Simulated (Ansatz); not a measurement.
## Effect of isotropic strain +0.17 % on SnTe

The parent structure is SnTe in the rock salt structure (space group Fm-3m, No. 225; a = 6.3702 Å).

Now apply this change: an isotropic linear strain of +0.17 %, atoms relaxed at fixed cell.

Level of theory: r2SCAN (Ansatz, an electronic-structure program, PAW, no spin-orbit coupling). k-mesh 9×9×9 (Γ-centred); smearing 0.05 eV (Fermi–Dirac).

```tsv
quantity	base	changed	shift
volume per atom	32.31 Å³	32.48 Å³	+0.17 Å³
space group	Fm-3m (No. 225)	Fm-3m (No. 225)	–
shortest interatomic distance	3.185 Å	3.191 Å	+0.0054 Å
energy relative to the base (free energy F)	0 meV/atom	+0.1 meV/atom	+0.1 meV/atom
pressure	0.00 GPa	-0.22 GPa	-0.22 GPa
band gap	0.13 eV	0.15 eV	+0.02 eV
gap character	direct at L	direct at L	–
width of the top valence band	3.96 eV	3.92 eV	-0.04 eV
electron mass	0.065 mₑ along k, 0.14 mₑ across (at L)	0.071 mₑ along k, 0.14 mₑ across (at L)	–
valley order (the lowest conduction-band minima on the path, energy above the VBM, named in the base's zone)	L along ⟨111⟩ 0.13 eV; a point along ⟨110⟩, about 0.6 Å⁻¹ from Γ 0.63 eV; a point along ⟨100⟩, about 0.3 Å⁻¹ from Γ 1.00 eV	L along ⟨111⟩ 0.15 eV; a point along ⟨110⟩, about 0.6 Å⁻¹ from Γ 0.64 eV; a point along ⟨100⟩, about 0.3 Å⁻¹ from Γ 1.02 eV	–
```

Final structure:

```
CELL_PARAMETERS angstrom
      0.00000     3.19052     3.19052
      3.19052     0.00000     3.19052
      3.19052     3.19052     0.00000
ATOMIC_POSITIONS crystal
  Te 0.00000 0.00000 0.00000
  Sn 0.50000 0.50000 0.50000
```

Spin-orbit coupling, missing from the scalar runs, can matter with Te. Masses are band curvatures over ±0.01 Å⁻¹ around the edge. Along k means along the line from Γ to the band edge. Stability against distortions was not tested. The zero or small gap of SnTe can change with the level of theory.
